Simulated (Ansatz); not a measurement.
Functionals compared on the (11-21) surface of hcp Mg in its 1x1 cell, outermost plane spacing 0.76 Å in the ideal cut, in Ansatz (plane waves, PAW). The structure was relaxed with PBE; the other rows are single points on it, each with its references at the same level. Cutoff 420 eV (500 eV for r2SCAN).

Set-up: 14 atoms, 9.9 Å thick at the start (thin: gaps and levels are the slab's own); mesh 8x7x1; 0.1 eV smearing; dipole correction on; all atoms relaxed; start symmetry kept, larger cells not searched; no spin, no spin-orbit, no U. These notes are the PBE run's.

```tsv
functional	surface energy (J/m²)	work function of the top face (eV)	rough cost of the single point
PBE	0.75	3.51	–
LDA	…	…	around 2.1 core-minutes (rough)
PBEsol	0.83	3.55	roughly 2.8 core-minutes
RPBE	0.70	3.44	very roughly 3 core-minutes
r2SCAN	0.85	3.57	about 5 core-minutes (a rough figure)
```

Q: Fill in the missing entries.

A: 
- LDA, surface energy (J/m²): 0.84
- LDA, work function of the top face (eV): 3.64

Ansatz is a quantum-chemistry and plane-wave program.
